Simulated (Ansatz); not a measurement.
We consider cubic perovskite BaHfO3, described by BLYP (PAW; Ansatz, a program for electronic structure).

Settings: plane-wave cutoff 520 eV, 8×8×8 k mesh, Fermi–Dirac smearing 0.01 eV, scalar-relativistic PAW data made under PBE.

The cell has the measured lattice: a = b = c = 4.171 Å, α = β = γ = 90.00°.

Q: What does this level give for the band gap and smallest direct gap on the k points sampled?

A: 
band gap: 3.76 eV
smallest direct gap on the k points sampled: 3.86 eV

Note: cell and atoms aren't relaxed at this level (pressure 9.0 GPa).

Spin–orbit coupling is not included.
